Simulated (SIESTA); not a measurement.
Input and output of a self-consistent single point for Na (Im-3m, 1 atom in the cell) (SIESTA).

Method: GGA PBE, numerical atomic orbitals TZP, PseudoDojo PBE standard norm-conserving potentials (rewritten from UPF to PSML) in SIESTA 5.4.2.

```
Na
1.0
   -2.14065     2.14065     2.14065
    2.14065    -2.14065     2.14065
    2.14065     2.14065    -2.14065
Na
1
Direct
  0.00000   0.00000   0.00000
```

Reference input (self-consistent single point, DFT, GGA PBE, numerical atomic orbitals TZP, PseudoDojo PBE standard norm-conserving potentials (rewritten from UPF to PSML)): XC.functional = GGA; XC.authors = PBE; potentials = PseudoDojo PBE standard; PAO.BasisSize = TZP; PAO.EnergyShift = 0.01 Ry; MeshCutoff = 300 Ry; kgrid.MonkhorstPack = 11 11 11; OccupationFunction = FD; ElectronicTemperature = 100 meV; MaxSCFIterations = 150; SCF.Mixer.Method = Pulay; SCF.Mixer.Weight = 0.2. This run's input differs from it in these lines:

```diff
@@ -37,3 +37,6 @@
 SCF.Mixer.History            8
-SCF.DM.Tolerance             1.0E-05
+SCF.DM.Converge              false
+SCF.H.Converge               false
+SCF.FreeE.Converge           true
+SCF.FreeE.Tolerance          1.0E-12 eV
 Diag.ParallelOverK           true
```

Log, with long lists cut:

```
        iscf     Eharris(eV)        E_KS(eV)     FreeEng(eV)     dDmax    Ef(eV) dHmax(eV)
   scf:    1    -1243.577466    -1243.250121    -1243.264471  0.714003 -3.081245  2.372734
   scf:    2    -1243.269700    -1243.260024    -1243.274355  0.058875 -3.104173  1.804295
   scf:    3    -1243.283936    -1243.272980    -1243.287249  0.159943 -3.176794  0.018427
   scf:    4    -1243.272944    -1243.272964    -1243.287232  0.004917 -3.184664  0.068577
   scf:    5    -1243.272992    -1243.272979    -1243.287250  0.005590 -3.182417  0.000766
   scf:    6    -1243.272979    -1243.272979    -1243.287250  0.000085 -3.182390  0.000124
   [... lines left out ...]
   scf:   21    -1243.272979    -1243.272979    -1243.287250  0.000000 -3.182393  0.000000
   scf:   22    -1243.272979    -1243.272979    -1243.287250  0.000000 -3.182393  0.000000
   [... 124 lines left out ...]
   scf:  147    -1243.272979    -1243.272979    -1243.287250  0.000000 -3.182393  0.000000
   scf:  148    -1243.272979    -1243.272979    -1243.287250  0.000000 -3.182393  0.000000
   scf:  149    -1243.272979    -1243.272979    -1243.287250  0.000000 -3.182393  0.000000
   scf:  150    -1243.272979    -1243.272979    -1243.287250  0.000000 -3.182393  0.000000
SCF_NOT_CONV: SCF did not converge in maximum number of steps (required).
SCF_NOT_CONV: SCF did not converge in maximum number of steps (required).
Geom step, scf iteration, dDmax, dHmax:    0   150      0.000000     0.000000
Geom step, scf iteration, dDmax, dHmax:    0   150      0.000000     0.000000

ABNORMAL_TERMINATION
ABNORMAL_TERMINATION
Stopping Program from Node:    0
Stopping Program from Node:    0
```

The run ended unconverged after 150 iterations. 

The starting cell has typed, rounded lattice constants, without a prior relaxation at this level. Its lattice was rescaled by up to half a per cent. Values carry the incompleteness of an atom-centred basis.

Cost on one core of a shared machine: roughly 40 s.
